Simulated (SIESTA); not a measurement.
**Input and output of a self-consistent single point for Na4Ni3O7 (R-3, 28 atoms in the cell) (SIESTA)**

Method: GGA PBEsol+U, numerical atomic orbitals DZP, PseudoDojo PBEsol standard norm-conserving potentials (rewritten from UPF to PSML) in SIESTA 5.4.2.

Input as run:

```
# files in the folder: Na.psml Ni.psml O.psml (PseudoDojo PBEsol standard)
SystemName  Na4Ni3O7
SystemLabel siesta

NumberOfAtoms                28
NumberOfSpecies              3
%block ChemicalSpeciesLabel
  1 11 Na
  2 28 Ni
  3 8 O
%endblock ChemicalSpeciesLabel
LatticeConstant              7.006205 Ang
%block LatticeVectors
     0.568351911    0.328138129    0.754520743
    -0.568351911    0.328138129    0.754520743
     0.000000000   -0.656276258    0.754520743
%endblock LatticeVectors
AtomicCoordinatesFormat      Ang
%block AtomicCoordinatesAndAtomicSpecies
     1.670046606    0.380668917    5.368793701  1
    -1.670046606   -0.380668917   10.490187299  1
    -1.164692255    1.255968329    5.368793701  1
     1.164692255   -1.255968329   10.490187299  1
    -0.505354351   -1.636637246    5.368793701  1
     0.505354351    1.636637246   10.490187299  1
     0.000000000    0.000000000    7.929490500  1
     0.000000000    0.000000000    0.000000000  1
     0.583759734   -2.982726492    7.916856178  2
    -0.583759734    2.982726492    7.942124822  2
     2.291237046    1.996914006    7.916856178  2
    -2.291237046   -1.996914006    7.942124822  2
    -2.874996780    0.985812486    7.916856178  2
     2.874996780   -0.985812486    7.942124822  2
     2.317836739   -2.672223147    8.984165600  3
    -2.317836739    2.672223147    6.874815400  3
     1.155294759    3.343417073    8.984165600  3
    -1.155294759   -3.343417073    6.874815400  3
    -3.473131498   -0.671193926    8.984165600  3
     3.473131498    0.671193926    6.874815400  3
     1.319671306   -1.464212021    6.867625996  3
    -1.319671306    1.464212021    8.991355004  3
     0.608209153    1.874974887    6.867625996  3
    -0.608209153   -1.874974887    8.991355004  3
    -1.927880459   -0.410762866    6.867625996  3
     1.927880458    0.410762866    8.991355004  3
     0.000000000   -0.000000000    3.623031786  3
    -0.000000000   -0.000000000   12.235949214  3
%endblock AtomicCoordinatesAndAtomicSpecies

XC.functional                GGA
XC.authors                   PBEsol
PAO.BasisSize                DZP
PAO.EnergyShift              0.01 Ry
MeshCutoff                   400 Ry
%block kgrid.MonkhorstPack
    3   0   0  0.0
    0   3   0  0.0
    0   0   3  0.0
%endblock kgrid.MonkhorstPack
OccupationFunction           MP
OccupationMPOrder            0
ElectronicTemperature        2320.9 K
Spin                         polarized
%block DM.InitSpin
  1 +0.00
  2 +0.00
  3 +0.00
  4 +0.00
  5 +0.00
  6 +0.00
  7 +0.00
  8 +0.00
  9 +2.00
  10 +2.00
  11 +2.00
  12 +2.00
  13 +2.00
  14 +2.00
  15 +0.00
  16 +0.00
  17 +0.00
  18 +0.00
  19 +0.00
  20 +0.00
  21 +0.00
  22 +0.00
  23 +0.00
  24 +0.00
  25 +0.00
  26 +0.00
  27 +0.00
  28 +0.00
%endblock DM.InitSpin
DFTU.ProjectorGenerationMethod 2
DFTU.CutoffNorm              0.9
DFTU.FirstIteration          true
%block DFTU.proj
  Ni 1
  n=3 2
  6.20 0.00
  0.00 0.00
%endblock DFTU.proj

MaxSCFIterations             150
SCF.Mixer.Method             Broyden
SCF.Mixer.Weight             0.1
SCF.Mixer.History            6
SCF.DM.Tolerance             1.0E-05
Diag.ParallelOverK           true
WriteForces                  true
Charge.Mulliken              end
```

Output, abridged:

```
reinit: Reading from file input.fdf

reinit: System Name: Na4Ni3O7
reinit: System Label: siesta

NOTE on units for spin output:
{S} is the spin magnetic moment, in units of the Bohr magneton,
assuming a g-factor for the electron spin of exactly 2.
The spin magnetic moment is then numerically equal to the charge inbalance,
in units of electrons, between the spin-up and -down channels.

coor:   Atomic-coordinates input format  =     Cartesian coordinates
coor:                                          (in Angstroms)

siesta: Atomic coordinates (Bohr) and species
siesta:      3.15593   0.71936  10.14555  1        1
siesta:     -3.15593  -0.71936  19.82358  1        2
siesta:     -2.20095   2.37344  10.14555  1        3
siesta:      2.20095  -2.37344  19.82358  1        4
siesta:     -0.95498  -3.09280  10.14555  1        5
siesta:      0.95498   3.09280  19.82358  1        6
   [... 17 lines left out ...]
siesta:     -1.14935  -3.54319  16.99120  3       24
siesta:     -3.64317  -0.77623  12.97793  3       25
siesta:      3.64317   0.77623  16.99120  3       26
siesta:      0.00000  -0.00000   6.84654  3       27
siesta:     -0.00000  -0.00000  23.12259  3       28

siesta: System type = bulk

initatomlists: Number of atoms, orbitals, and projectors:     28   368   354

siesta: ******************** Simulation parameters ****************************
redata: Spin configuration                          = collinear
redata: Time-Reversal Symmetry                      = T
redata: Number of Atomic Species                    =        3
redata: Mesh Cutoff                                 =   400.0000 Ry
redata: Net charge of the system                    =     0.0000 |e|
redata: Min. number of SCF Iter                     =        0
redata: Max. number of SCF Iter                     =      150
redata: SCF convergence failure will abort job
redata: SCF mix quantity                            = Hamiltonian
   [... lines left out ...]
superc: Number of atoms, orbitals, and projectors:   3500  46000  44250

                        Single-point calculation

superc: Internal auxiliary supercell:     5 x     5 x     5  =     125
superc: Number of atoms, orbitals, and projectors:   3500  46000  44250

outcell: Unit cell vectors (Ang):
        3.981990    2.299003    5.286327
       -3.981990    2.299003    5.286327
        0.000000   -4.598006    5.286327

outcell: Cell vector modules (Ang)   :    7.006205    7.006205    7.006205
outcell: Cell angles (23,13,12) (deg):     69.2708     69.2708     69.2708
outcell: Cell volume (Ang**3)        :    290.3655
new_DM -- step:     1
Initializing Density Matrix...

Attempting to read DM from file... Failed...
DM filled with atomic data (user-defined):

InitMesh: MESH = 80 x 80 x 80 = 512000
InitMesh: Mesh cutoff (required, used) =   400.000   442.172 Ry
hubbard_term: recalculating local occupations    1
hubbard_term: maximum change in local occup.    0.929354
hubbard_term: recalculating Hamiltonian

stepf: Methfessel-Paxton step function
       Using Hermite-Gauss polynomials of order  0
hubbard_term: recalculating local occupations    1
hubbard_term: maximum change in local occup.    0.331066
hubbard_term: recalculating Hamiltonian
        iscf     Eharris(eV)        E_KS(eV)     FreeEng(eV)     dDmax    Ef(eV) dHmax(eV)
   scf:    1   -43016.948213   -43373.272463   -43373.720669  0.568004 -1.865931 38.154241
     spin moment: {S} , |S| = {        0.0        0.0   20.27964 }    20.27964
   scf:    2   -43547.396032   -43468.640817   -43469.171075  0.226923 -4.334366 24.289358
     spin moment: {S} , |S| = {        0.0        0.0   20.00000 }    20.00000
   scf:    3   -43157.452328   -43452.186510   -43452.716822  0.379237 -6.507070 24.203560
     spin moment: {S} , |S| = {        0.0        0.0    7.53859 }     7.53859
   scf:    4   -43495.365719   -43474.277962   -43474.782165  0.034990 -6.551095 20.805730
     spin moment: {S} , |S| = {        0.0        0.0    7.59657 }     7.59657
   scf:    5   -43522.012183   -43535.222069   -43535.756007  0.245897 -6.247919  4.550388
     spin moment: {S} , |S| = {        0.0        0.0   15.38847 }    15.38847
   scf:    6   -43538.207169   -43537.508315   -43538.017986  0.051931 -6.419186  1.330641
   [... lines left out ...]
hubbard_term: maximum change in local occup.    0.000729
   scf:  103   -43546.429209   -43546.429276   -43546.632803  0.000096 -6.425310  0.000766
     spin moment: {S} , |S| = {        0.0        0.0    4.00000 }     4.00000
hubbard_term: recalculating local occupations   54
hubbard_term: maximum change in local occup.    0.000747
   scf:  104   -43546.429367   -43546.429376   -43546.632912  0.000023 -6.425345  0.000509
     spin moment: {S} , |S| = {        0.0        0.0    4.00000 }     4.00000
hubbard_term: recalculating local occupations   55
hubbard_term: maximum change in local occup.    0.000757
   scf:  105   -43546.429401   -43546.429408   -43546.632952  0.000015 -6.425365  0.000377
     spin moment: {S} , |S| = {        0.0        0.0    4.00000 }     4.00000
hubbard_term: recalculating local occupations   56
hubbard_term: maximum change in local occup.    0.000762
   scf:  106   -43546.429418   -43546.429422   -43546.632971  0.000008 -6.425379  0.000333
     spin moment: {S} , |S| = {        0.0        0.0    4.00000 }     4.00000
SCF Convergence by DM+H criterion
max |DM_out - DM_in|         :     0.0000083869
max |H_out - H_in|      (eV) :     0.0003328824
DFT+U population converged by dTol_pop criteria:
max |pop(DFT+U)_i - pop(DFT+U)_j|:     0.0007615741
SCF cycle converged after 106 iterations

Using DM_out to compute the final energy and forces
hubbard_term: recalculating local occupations   57
hubbard_term: maximum change in local occup.    0.000762
hubbard_term: recalculating Hamiltonian and forces

siesta: E_KS(eV) =           -43546.4228

siesta: E_KS - E_eggbox =    -43546.4228

siesta: Atomic forces (eV/Ang):
     1    0.057002    0.001792   -0.087289
     2   -0.057002   -0.001790    0.087303
     3   -0.030059    0.048467   -0.087291
   [... 25 lines left out ...]
   Tot    0.000002   -0.000000    0.000000
   Max    0.175250
   Res    0.071917    sqrt( Sum f_i^2 / 3N )
   Max    0.175250    constrained

Stress tensor Voigt[x,y,z,yz,xz,xy] (kbar):       64.25       64.25       67.06        0.00       -0.00       -0.01
(Free)E + p*V (eV/cell)   -43558.4400
Target enthalpy (eV/cell)   -43546.6264

siesta: Program's energy decomposition (eV):
siesta: Ebs     =     -7931.907267
siesta: Eions   =     55755.026483
siesta: Ena     =      3862.550906
siesta: Ekin    =     23162.655144
siesta: Enl     =     -8564.748350
siesta: Eso     =         0.000000
siesta: Edftu   =        20.503875
siesta: DEna    =       213.601334
siesta: DUscf   =        16.668395
siesta: DUext   =         0.000000
siesta: Ex      =     -6107.954025
siesta: Ec      =      -394.673616
siesta: Exc     =     -6502.627640
siesta: Eharris =    -43546.429418
siesta: Etot    =    -43546.422820
siesta: FreeEng =    -43546.626369

siesta: Atomic forces (eV/Ang):
siesta:      1    0.057002    0.001792   -0.087289
siesta:      2   -0.057002   -0.001790    0.087303
siesta:      3   -0.030059    0.048467   -0.087291
siesta:      4    0.030053   -0.048468    0.087304
siesta:      5   -0.026952   -0.050261   -0.087291
siesta:      6    0.026955    0.050261    0.087305
   [... 18 lines left out ...]
siesta:     25   -0.040938   -0.041709    0.135965
   [... lines left out ...]
siesta: Cell volume =        290.365476 Ang**3
siesta:         -65.18512915        -69.52521299  kBar
   [... lines left out ...]
Atom #   charge [q] valence [e]      Sz [e]  Species
     1     0.287438    8.712562    0.016751  Na
     2     0.287440    8.712560    0.016743  Na
     3     0.287438    8.712562    0.016751  Na
     4     0.287440    8.712560    0.016743  Na
     5     0.287438    8.712562    0.016750  Na
     6     0.287439    8.712561    0.016746  Na
     7     0.293988    8.706012   -0.008780  Na
     8     0.228183    8.771817    0.028758  Na
     9     0.773968   17.226032    1.207134  Ni
    10     0.773978   17.226022    1.206939  Ni
    11     0.773967   17.226033    1.207193  Ni
    12     0.773975   17.226025    1.206968  Ni
    13     0.773965   17.226035    1.207201  Ni
    14     0.773977   17.226023    1.206968  Ni
    15    -0.489762    6.489762   -0.190757  O
    16    -0.489760    6.489760   -0.190787  O
    17    -0.489762    6.489762   -0.190763  O
    18    -0.489759    6.489759   -0.190801  O
    19    -0.489760    6.489760   -0.190769  O
    20    -0.489759    6.489759   -0.190806  O
    21    -0.508532    6.508532   -0.286670  O
    22    -0.508531    6.508531   -0.286710  O
    23    -0.508532    6.508532   -0.286674  O
    24    -0.508531    6.508531   -0.286698  O
    25    -0.508531    6.508531   -0.286686  O
    26    -0.508531    6.508531   -0.286701  O
    27    -0.450436    6.450436   -0.249106  O
    28    -0.450449    6.450449   -0.248937  O
 Total     0.000000                4.000003
```

The run converged in 106 iterations.

The starting cell comes from a database of computed structures (which also holds hypothetical and non-ambient phases and stackings), without a prior relaxation at this level. The magnetic order is the one reached from the typed start; others were not searched systematically. With U or open f shells several self-consistent states can exist. Values carry the incompleteness of an atom-centred basis. With a pressure of about -7 GPa the cell is away from its equilibrium volume at this level.

Cost on one core of a shared machine: roughly 40 min.
